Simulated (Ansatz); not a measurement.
GaP (I-4m2), r2SCAN with spin-orbit coupling, rigid bands (Ansatz, an electronic-structure program): Condition of this run: biaxial stress in (001) of 2.8 GPa (compression positive) (the target of the relaxation). band gap 1.59 eV, N_c = 2.52e19 cm⁻³ and N_v = 1.02e19 cm⁻³ at 300 K, conductivity masses along x (a = (0.00, 2.67, 2.76) Å; b = (2.67, 0.00, 2.76) Å; c = (2.67, 2.67, 0.00) Å) of 0.401 mₑ (electrons) and 0.352 mₑ (holes). Take k_BT = 0.02585 eV.

Find the intrinsic carrier density and the intrinsic Fermi level.

n_i = √(N_c N_v) exp(−E_g/2k_BT) = 1.60e19 × exp(−30.75) = 7.1e5 cm⁻³. The level lies (k_BT/2) ln(N_v/N_c) = -12 meV from mid-gap (positive towards the conduction band). Each 0.1 eV added to the gap lowers n_i by a factor of 6.9.

A film of it is 3 nm thick, with its normal along the direction named. Estimate the confinement energies in an infinite well.

ħ²π²/(2m t²) = 0.376 eV·nm²/(m/mₑ × t²) gives 104 meV for electrons and 119 meV for holes, so the gap would widen to about 1.81 eV. Finite barriers and nonparabolic bands lower this, and with several valleys or bands the heaviest mass along the normal sets the lowest level, not this average.

What thermal injection velocity √(2k_BT/πm) limits a ballistic channel along the direction named?

8.50e6 cm/s for electrons and 9.07e6 cm/s for holes, a ratio of √(m_h/m_e) = 0.937, for dilute carriers.

Rigid, parabolic bands with the computed gap; masses take one relaxation time for all states. Geometry: cell and atoms relaxed with PBEsol.
